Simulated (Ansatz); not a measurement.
The parent structure is GaCuSe₂ in the chalcopyrite structure (space group I-42d, No. 122; a = 5.6718 Å, c = 11.2626 Å).

Level of theory: DFT with PBE, PAW potentials and a 420 eV plane-wave cutoff in Ansatz (a program for electronic structure), scalar-relativistic without spin-orbit coupling.

One change was made to it. Results:

The volume per atom decreases by 3.475 Å³ to 19.17 Å³; the band gap goes from zero to 0.73 eV; the valence-band top at Γ (three highest levels, from the VBM) comes out as 0.00, -0.10, -0.10 eV.

**Question.** Which change produced these results?
(A) pressure 15 GPa
(B) pressure 4.5 GPa
(C) pressure 2.1 GPa

**Answer.** A, pressure 15 GPa. For comparison, the band gap in the other runs: pressure 4.5 GPa gives 0.25 eV; pressure 2.1 GPa gives 0.12 eV.

Load acts through the strain it causes; cell and atoms are relaxed under it. Whether these cells are dynamically stable was not tested. No other phases were tried under pressure. The final runs are not spin-polarised. A zero or small gap of GaCuSe2 can be the functional's error rather than a property of the material.
